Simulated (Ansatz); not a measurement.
For PtC (model structure, Fm-3m, No. 225, 2 atoms in the cell), LDA in Ansatz (plane waves, PAW) gives:

| Item | Result |
|---|---|
| equilibrium lattice constant a | 4.389 Å |
| bulk modulus | 309 GPa |
| cohesive energy | 6.61 eV/atom |

**Question.** What does r²SCAN in Ansatz (PAW) give for the same quantities?

**Answer.** 
- lattice constant a: 4.448 Å (increases by 1.3 %)
- bulk modulus: 277 GPa (drops by 10 %)
- cohesive energy: 5.20 eV/atom (drops by 1.41 eV/atom)

Changes are worked out from the printed values.

Unless a cell is named, each level is at its own relaxed cell (LDA 10.57, r²SCAN 11.00 Å³/atom).

Levels without +SOC leave out spin–orbit coupling, which shifts energies and cells of such heavy elements.

Caveats: the bulk modulus is −V dP/dV from two relaxed cells at ±2 % in volume (LDA, r²SCAN). Ansatz's density-functional and Hartree–Fock values are scalar-relativistic unless marked +SOC, with PAW data made under PBE.

A model structure was made by putting elements into a prototype or built by hand; it is no filed structure, need not be a known phase, and can be a saddle point held by its symmetry.

Ansatz is a quantum-chemistry and plane-wave program.
